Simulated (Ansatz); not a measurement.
The reference is Sn (space group I4_1/amd, No. 141; relaxed with 0.1 eV smearing).

```
CELL_PARAMETERS angstrom
     -2.97474     2.97474     1.60684
      2.97474    -2.97474     1.60684
      2.97474     2.97474    -1.60684
ATOMIC_POSITIONS crystal
  Sn 0.75000 0.25000 0.50000
  Sn 0.00000 0.00000 0.00000
```

Computed with PBE (Ansatz, a first-principles code), no spin-orbit coupling.

Before the change:

| Property | Value |
|---|---|
| Pressure | 0.0 GPa |

Modification: an isotropic linear strain of +0.81 %, atoms relaxed at fixed cell.

What happens to the energy relative to the base and pressure?

The energy grows by 2.4 meV/atom; the pressure (mean of the normal stresses, compression positive) goes from zero to -1.1 GPa.

Stability against distortions was not tested.
